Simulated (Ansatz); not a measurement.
Density of states of NbAs (Pm-3m) near the Fermi level, PBEsol, rigid bands run with Ansatz (a quantum-chemistry and plane-wave program).

(E − E_F (eV), states/eV/cell): (-1.95, 2.29); (-1.85, 2.74); (-1.75, 3.16); (-1.65, 3.57); (-1.55, 2.76); (-1.45, 2.11); (-1.35, 1.95); (-1.25, 1.70); (-1.15, 1.64); (-1.05, 1.63); (-0.95, 1.55); (-0.85, 1.19); (-0.75, 0.96); (-0.65, 0.79); (-0.55, 0.65); (-0.45, 0.57); (-0.35, 0.52); (-0.25, 0.54); (-0.15, 0.64); (-0.05, 0.92); (0.05, 1.40); (0.15, 2.11); (0.25, 3.00); (0.35, 2.11); (0.45, 1.71); (0.55, 1.56); (0.65, 1.59); (0.75, 1.74); (0.85, 1.89); (0.95, 1.52); (1.05, 1.29); (1.15, 1.14); (1.25, 1.08); (1.35, 1.10); (1.45, 1.22); (1.55, 1.47); (1.65, 1.46); (1.75, 1.26); (1.85, 1.16)

### Question
How far does the Fermi level move in a rigid band for 0.1 electron a cell added or removed?

### Answer
75 meV and -109 meV.

A metal at this level (no band gap); rigid bands, thermally averaged at 300 K, both spins. Spin-orbit coupling is left out. Geometry: cell and atoms relaxed with PBEsol.

Computed structure with no diffraction record at hand here (it may be known, metastable or hypothetical): NbAs (Pm-3m).
